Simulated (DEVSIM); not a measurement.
System: Schottky contact on n-type β-Ga2O3, at 300 K.

| layer (left to right) | material | thickness (μm) | Nd (cm⁻³) | τn (s) | τp (s) |
|---|---|---|---|---|---|
| 1 | β-Ga2O3 | 3.00 | 2.8e17 | 3.9e-10 | 3.9e-10 |

Left contact: Schottky, work function 4.99 eV, emission velocity 6.4e6 cm/s. Right contact: ohmic. Voltage is applied to the left contact. Recombination: SRH at mid-gap, Auger. Mobility is μmin + (μ − μmin)/(1 + (N/Nref)^α).

The device is made up for the run: typed textbook-type constants, with dimensions and the other settings drawn at random. Values at 300 K.

```tsv
parameter	β-Ga2O3
gap (eV)	4.8
affinity (eV)	4
permittivity	10
Nc (cm⁻³)	3.7e18
Nv (cm⁻³)	5e20
μn (cm²/Vs)	160
μp (cm²/Vs)	1
μn,min	20
μp,min	0.1
Nref,n	1e18
Nref,p	1e18
αn	0.8
αp	0.8
Cn (cm⁶/s)	1e-31
Cp (cm⁶/s)	1e-31
```

DEVSIM, 1D drift-diffusion, Boltzmann statistics, complete ionisation; no tunnelling, impact ionisation, image-force lowering or self-heating. Metal contacts follow the ideal Schottky-Mott rule: no Fermi-level pinning, no interface dipoles.

Q: Tabulate band edges, carrier densities and field at -20.0 V on the left contact.

A: Energies count from the Fermi level of the right contact; mesh points crowd at the junctions.

```
x (μm)   Ec (eV)  Ev (eV)  n (cm⁻³)  p (cm⁻³)  field (V/cm)
-------  -------  -------  --------  --------  ------------
0.000     20.990   16.190     < 1e2     < 1e2      -1500000
0.01063   19.472   14.672     < 1e2     < 1e2      -1400000
0.02588   17.394   12.594     < 1e2     < 1e2      -1300000
0.04777   14.617    9.817     < 1e2     < 1e2      -1200000
0.09244    9.701    4.901     < 1e2     < 1e2       -990000
0.1433     5.336    0.536     < 1e2     < 1e2       -730000
0.2163     1.363   -3.437     < 1e2     < 1e2       -360000
0.3654     0.067   -4.733    2.8e17     < 1e2           ≈ 0
0.5351     0.067   -4.733    2.8e17     < 1e2           ≈ 0
0.7786     0.067   -4.733    2.8e17     < 1e2           ≈ 0
1.128      0.067   -4.733    2.8e17     < 1e2           ≈ 0
1.726      0.067   -4.733    2.8e17     < 1e2           ≈ 0
2.120      0.067   -4.733    2.8e17     < 1e2           ≈ 0
2.394      0.067   -4.733    2.8e17     < 1e2           ≈ 0
2.635      0.067   -4.733    2.8e17     < 1e2           ≈ 0
2.753      0.067   -4.733    2.8e17     < 1e2           ≈ 0
2.836      0.067   -4.733    2.8e17     < 1e2           ≈ 0
2.893      0.067   -4.733    2.8e17     < 1e2           ≈ 0
2.943      0.067   -4.733    2.8e17     < 1e2           ≈ 0
2.968      0.067   -4.733    2.8e17     < 1e2           ≈ 0
2.985      0.067   -4.733    2.8e17     < 1e2           ≈ 0
3.000      0.067   -4.733    2.8e17     < 1e2           ≈ 0
```
